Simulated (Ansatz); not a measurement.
A calculation on PbZrO3 (Amm2, No. 38, 5 atoms in the cell; start mp-20337; a measured phase of this formula has another space group) returned equilibrium volume per atom 14.46 Å³/atom, formation enthalpy -2.521 eV/atom.

Question: Which level of theory produced these numbers?
A. r²SCAN+rVV10 (Ansatz, a program for electronic structure)
B. LDA (Ansatz)
C. r²SCAN-D4 (Ansatz)
D. PBEsol (Ansatz)

Answer: D, PBEsol (Ansatz)

The others give: LDA 14.10 Å³/atom, -2.759 eV/atom; r²SCAN-D4 14.57 Å³/atom, -2.753 eV/atom; r²SCAN+rVV10 14.52 Å³/atom, -2.755 eV/atom.

Unless a cell is named, each level is at its own relaxed cell (LDA 14.10, PBEsol 14.46, r²SCAN-D4 14.57, r²SCAN+rVV10 14.52 Å³/atom).

Caveats: the relaxation could not lower the start's symmetry, so the cell can be a saddle point above a distorted one (LDA, r²SCAN-D4, r²SCAN+rVV10, PBEsol). Ansatz's density-functional and Hartree–Fock values are scalar-relativistic unless marked +SOC, with PAW data made under PBE.

A start named mp-… is a Materials Project structure, which need not be a measured phase.
